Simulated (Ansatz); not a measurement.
# CdSe, response to strain

Take CdSe in the wurtzite structure (space group P6_3mc, No. 186; a = 4.248 Å, c = 6.941 Å) as the base.

Strains are applied to the cell and any free atomic positions relax.

Level of theory: DFT with LDA, PAW potentials and a 420 eV plane-wave cutoff in Ansatz (a quantum-chemistry and plane-wave program), no spin-orbit coupling.

Notes on the quantities. energy relative to the base: free energy F.

| change | band gap | shortest interatomic distance | energy relative to the base | electron mass |
|---|---|---|---|---|
| base | 0.46 eV | 4.914 bohr | 0 meV/atom | 0.047 mₑ (at Γ) |
| isotropic strain +0.60 % | 0.42 eV | 4.944 bohr | +1.5 meV/atom | 0.044 mₑ (at Γ) |
| isotropic strain +1.20 % | 0.39 eV | 4.973 bohr | +6.0 meV/atom | 0.041 mₑ (at Γ) |
| isotropic strain +1.80 % | 0.35 eV | 5.002 bohr | +13 meV/atom | 0.038 mₑ (at Γ) |
| isotropic strain +2.40 % | 0.31 eV | 5.031 bohr | +23 meV/atom | 0.035 mₑ (at Γ) |
| isotropic strain +3.00 % | 0.28 eV | 5.060 bohr | +35 meV/atom | 0.032 mₑ (at Γ) |

Effective masses come from finite differences of ±0.01 Å⁻¹. Whether these cells are dynamically stable was not tested. The zero or small gap of CdSe under isotropic strain +3.00 % can change with the level of theory.
